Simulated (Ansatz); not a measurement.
The reference is C (space group Fmmm, No. 69; a = 2.456 Å, b = 4.251 Å, c = 6.753 Å; layered, stacked along the Cartesian z axis).

Method: DFT with r2SCAN+rVV10, PAW potentials and a 500 eV plane-wave cutoff in Ansatz (a program for electronic structure), no spin-orbit coupling.

One change was made to it. Results:

```json
[
 {"quantity": "shortest interatomic distance", "base": "1.417 Å", "after": "1.415 Å"},
 {"quantity": "band gap", "base": "zero", "after": "zero"},
 {"quantity": "density", "base": "2.26 g/cm³", "after": "2.34 g/cm³"}
]
```

Question: Which of these changes matches the shifts?
A. pressure 7.5 GPa
B. pressure 1.5 GPa
C. pressure 10 GPa

Answer: B, pressure 1.5 GPa. For comparison, the density in the other runs: pressure 7.5 GPa gives 2.54 g/cm³; pressure 10 GPa gives 2.60 g/cm³.

A case with no gap was solved on a k-mesh chosen for an insulator, which is coarse for it. Load acts through the strain it causes; cell and atoms are relaxed under it. No phonon test of stability was made. No other phases were tried under pressure. The base started in Cmme and relaxed to Fmmm at this level. This is not the structure that C has at room temperature and ambient pressure.
